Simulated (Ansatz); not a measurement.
Base system: Si in the diamond structure (space group Fd-3m, No. 227; a = 5.444 Å). Axes: x, y, z lie along the cube axes.

All numbers come from r2SCAN (Ansatz, an electronic-structure program), no SOC.

Base values:

- Band gap = 0.78 eV
- Pressure = 0.00 GPa
- Valence-band top at Γ = 0.00, 0.00, 0.00 eV

Modification: biaxial strain +1.00 %, plane normal [001], relaxed out of plane (Cartesian); in-plane vectors clamped, the third vector and the atoms free.

**Question.** Predict the new band gap.

**Answer.** The band gap drops by 0.17 eV (0.78 eV → 0.61 eV).

**Question.** What does the calculation give for the pressure after the change?

**Answer.** The pressure (mean of the normal stresses, compression positive) goes from zero to -1.20 GPa.

**Question.** Predict the new valence-band top at Γ.

**Answer.** The valence-band top at Γ (three highest levels, from the VBM) becomes 0.00, -0.13, -0.13 eV (base: 0.00, 0.00, 0.00 eV).

No phonon test of stability was made.
